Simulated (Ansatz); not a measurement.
**Hypothetical zinc blende PbTe, pressure series**

Base system: PbTe in the zinc blende structure (space group F-43m, No. 216; a hypothetical phase, not in the database extracts checked).

```
CELL_PARAMETERS angstrom
      0.00000     3.64263     3.64263
      3.64263     0.00000     3.64263
      3.64263     3.64263     0.00000
ATOMIC_POSITIONS crystal
  Te 0.75000 0.75000 0.75000
  Pb 0.00000 0.00000 0.00000
```

Cell and atoms are relaxed at each pressure.

Computed with r2SCAN, PAW, 500 eV (Ansatz, a first-principles code; no spin-orbit coupling), earlier PAW set.

```csv
pressure (GPa),volume per atom (Å³/atom)
-2,52.851
-1,50.337
0,48.333
3,44.085
7,40.370
15,35.685
30,30.777
75,?
100,22.248
```

**Question.** Fit the third-order Birch–Murnaghan form P(V) = (3B₀/2)[(V₀/V)^(7/3) − (V₀/V)^(5/3)]·[1 + (3/4)(B₀′ − 4)((V₀/V)^(2/3) − 1)] (squares taken in P) to the rows shown and predict the withheld row.

**Answer.** Least squares on the printed values gives V₀ = 48.372 Å³/atom, B₀ = 26.7 GPa, B₀′ = 4.0; this predicts 24.208 Å³/atom, and the run gives 24.170 Å³/atom, 0.038 lower.

The mesh was chosen for an insulator and is coarse for the gapless case. Load acts through the strain it causes; cell and atoms are relaxed under it. Stability against distortions was not tested. Competing high-pressure phases were not computed. All final runs are without spin polarisation.
